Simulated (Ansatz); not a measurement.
Input and output of a self-consistent single point for AlCr2C (P3m1, 8 atoms in the cell) (Ansatz, a program for electronic structure).

Level of theory: PBEsol, default PAW files made with PBE (plane waves; Ansatz).

```xyz
8
Lattice="2.8166 0.0000 0.0000 -1.4083 2.4393 0.0000 0.0000 0.0000 12.5636" Properties=species:S:1:pos:R:3 pbc="T T T"
Al     1.4083     0.8131     3.1909
Al     0.0000     1.6262     9.4227
Cr     0.0000     1.6262     5.2131
Cr     1.4083     0.8131     7.3504
Cr     1.4083     0.8131    11.4949
Cr     0.0000     1.6262     1.0687
C      0.0000     0.0000     6.2818
C      0.0000     0.0000     0.0000
```

Reference input (self-consistent single point, DFT, PBEsol, plane waves, default PAW files made with PBE): basis.ecutwfc = 420 eV; kpoints.mp_grid.grid = 13 13 3; hamiltonian.xc = pbesol; hamiltonian.pseudopotentials = {kind: paw} (the program's default PAW files); scf.occupations.method = gaussian; scf.occupations.width = 0.1 eV. This run's input differs from it in these lines:

Ansatz 0.2 input:
```diff
@@ -17,3 +17,3 @@
 kpoints:
-  mp_grid: { grid: [13, 13, 3] }
+  mp_grid: { grid: [15, 15, 3] }
 hamiltonian:
@@ -22,3 +22,3 @@
 scf:
-  occupations: { method: gaussian, width: 0.1 }
+  occupations: { method: gaussian, width: 0.3 }
 output:
```

Output (repeated stretches shortened):

```
SCF iter   1: F=—  HF=-14941.234623 eV  |F-HF|=—  |Δ(HF+E_count)|=         —  Δρ=1.35e-2  dr2=1.64e-1  ethr=1.77e-3  ⟨swp⟩=5.2  Hψ=10999  notcnv=0
all-band conjugate gradients solve this SCF's bands
preconditioner: auto → Kerker (q_TF=auto, 2.635 Å⁻¹)
SCF iter   2: F=—  HF=-14941.211558 eV  |F-HF|=—  |Δ(HF+E_count)|=   2.31e-2  Δρ=4.70e-3  dr2=2.48e-2  ethr=2.35e-4  ⟨swp⟩=2.1  Hψ=4252  notcnv=0
   [... lines left out ...]
SCF iter   5: F=—  HF=-14941.208411 eV  |F-HF|=—  |Δ(HF+E_count)|=   3.47e-5  Δρ=1.15e-4  dr2=2.73e-5  ethr=6.66e-7  ⟨swp⟩=1.6  Hψ=3610  notcnv=0
SCF iter   6: F=—  HF=-14941.208404 eV  |F-HF|=—  |Δ(HF+E_count)|=   6.82e-6  Δρ=4.08e-5  dr2=5.24e-6  ethr=3.90e-8  ⟨swp⟩=2.3  Hψ=4203  notcnv=0
SCF iter   7: F=—  HF=-14941.208404 eV  |F-HF|=—  |Δ(HF+E_count)|=   2.49e-8  Δρ=1.79e-5  dr2=4.38e-7  ethr=7.48e-9  ⟨swp⟩=1.0  Hψ=3140  notcnv=0
SCF iter   8: F=-14941.208404 eV  HF=-14941.208404 eV  |F-HF|=3.12e-8  |Δ(HF+E_count)|=   4.97e-8  Δρ=4.39e-6  dr2=3.59e-8  ethr=1.43e-10  ⟨swp⟩=5.4  Hψ=11051  notcnv=0
SCF 1 converged in 8 iterations: F = -14941.208404 eV  dr2 = 3.59e-8
Free energy (F): -14941.208404 eV
Internal energy: -14940.906189 eV  (E = F + TS)
E sigma→0 (E₀):  -14941.057296 eV
Entropy (-TS):   -0.302215 eV (-37.777 meV/atom)
Fermi energy:    15.177341 eV
--- Forces (eV/Å), atoms counted from 1 ---
  atom   1  Al     0.00000000    -0.00000000    -0.51198680
  atom   2  Al     0.00000000     0.00000000    -0.00481142
  atom   3  Cr     0.00000000     0.00000000     0.43641692
  atom   4  Cr    -0.00000000    -0.00000000    -0.20812841
  atom   5  Cr    -0.00000000    -0.00000000     0.22782963
  atom   6  Cr     0.00000000     0.00000000    -0.03487518
  atom   7  C      0.00000000     0.00000000     0.04921087
  atom   8  C     -0.00000000    -0.00000000     0.04634574
--- Stress (GPa, compression-positive) ---
       -0.892964       0.000000       0.000000
        0.000000      -0.892964       0.000000
        0.000000       0.000000       0.597440
  P = ⅓ Tr σ = -0.3962 GPa (-3.962 kbar)
  The stress holds the Pulay correction. Without it, at fixed plane waves, as pw.x and ABINIT print it: P = -0.6105 GPa
```

The run converged in 8 iterations. Against the reference run the free energy goes down by 16.2 meV/atom, the pressure goes from -0.80 to -0.40 GPa and the largest force hardly changes (0.502 to 0.512 eV/Å).

The starting cell comes from a database of computed structures (which also holds hypothetical and non-ambient phases and stackings), without a prior relaxation at this level. Its lattice was rescaled by up to half a per cent. One atom was moved a little off its site on purpose. Spin polarisation is off. Ansatz's pressure includes its estimate of the finite-basis (Pulay) stress.
